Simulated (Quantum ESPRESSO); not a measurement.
A user runs Quantum ESPRESSO on Rb₃Na (Pm-3m, 4 atoms in the cell) and asks whether the run is sound. The aim is a self-consistent single point with DFT, LDA (PZ), plane waves, GBRV 1.5 ultrasoft (LDA) pseudopotentials.

Cell that was meant: a = 6.7606 Å, b = 6.7606 Å, c = 6.7606 Å, α = 90.00°, β = 90.00°, γ = 90.00°.

Part of the input:

```fortran
   nat = 4
   ntyp = 2
   ecutwfc = 40
   ecutrho = 80
   occupations = 'smearing'
   smearing = 'cold'
   degauss = 0.0099958
```

Log, with long lists cut:

```
     Message from routine set_cutoff:
     ecutrho < 4*ecutwfc, are you sure?
     G-vector sticks info
     --------------------
   [... lines left out ...]
        k(    1) = (   0.0000000   0.0000000   0.0000000), wk =   0.0058309
        k(    2) = (   0.0000000   0.0000000   0.1428571), wk =   0.0349854
        k(    3) = (   0.0000000   0.0000000   0.2857143), wk =   0.0349854
   [... 17 lines left out ...]

     Dense  grid:    25269 G-vectors     FFT dimensions: (  40,  40,  40)

     Initial potential from superposition of free atoms

     starting charge      34.4813, renormalised to      36.0000

     negative rho (up, down):  2.056E-01 0.000E+00
     Self-consistent Calculation

     iteration #  1     ecut=    40.00 Ry     beta= 0.70

     negative rho (up, down):  1.928E-01 0.000E+00

     total energy              =    -254.74996929 Ry
     estimated scf accuracy    <       0.57575705 Ry

     iteration #  2     ecut=    40.00 Ry     beta= 0.70

     negative rho (up, down):  1.960E-01 0.000E+00

     total energy              =    -254.90075242 Ry
     estimated scf accuracy    <       0.04274587 Ry

     iteration #  3     ecut=    40.00 Ry     beta= 0.70

     negative rho (up, down):  1.975E-01 0.000E+00

     total energy              =    -254.90711553 Ry
     estimated scf accuracy    <       0.00116360 Ry

   [... 5 blocks of this kind left out ...]

     iteration #  9     ecut=    40.00 Ry     beta= 0.70

     negative rho (up, down):  1.966E-01 0.000E+00

     total energy              =    -254.90744104 Ry
     estimated scf accuracy    <          1.2E-09 Ry

     iteration # 10     ecut=    40.00 Ry     beta= 0.70

     negative rho (up, down):  1.966E-01 0.000E+00
     End of self-consistent calculation

     the Fermi energy is     1.6674 ev

!    total energy              =    -254.90744104 Ry
     estimated scf accuracy    <          3.2E-11 Ry
     smearing contrib. (-TS)   =       0.00046277 Ry
     internal energy E=F+TS    =    -254.90790381 Ry

     convergence has been achieved in  10 iterations

     negative rho (up, down):  1.966E-01 0.000E+00

     Forces acting on atoms (cartesian axes, Ry/au):

     atom    1 type  1   force =     0.00000000    0.00000000    0.00000000
   [... zero for the other atoms too ...]

     Total force =     0.000000     Total SCF correction =     0.000000

     negative rho (up, down):  1.966E-01 0.000E+00
          total   stress  (Ry/bohr**3)                   (kbar)     P=       -5.54
  -0.00003767   0.00000000   0.00000000           -5.54        0.00        0.00
   0.00000000  -0.00003767   0.00000000            0.00       -5.54        0.00
   0.00000000   0.00000000  -0.00003767            0.00        0.00       -5.54

   JOB DONE.
```

**Question.** Can these results be used? Check the input.

**Answer.** The run is not sound. The fault is a density cutoff or grid that is too coarse. The charge density holds wave vectors up to twice those of the orbitals (four times the energy cutoff), and augmentation charges need more still. To fix it, restore the density cutoff. The run converged in 10 iterations without an error; against the sound input the free energy drops by 7.3 meV/atom and the pressure stays at -0.55 GPa.

The sound input it was made from differs as follows (other fixes are possible):
```diff
-   ecutrho = 80
+   ecutrho = 200
```

With that input, the run converged in 10 iterations: free energy E − TS -3468.1634 eV; Fermi level (on the code's own zero) 1.67 eV; pressure -0.55 GPa (DFT, LDA (PZ), plane waves, GBRV 1.5 ultrasoft (LDA) pseudopotentials).

On the sound input: the starting cell comes from a database of computed structures (which also holds hypothetical and non-ambient phases and stackings), without a prior relaxation at this level.
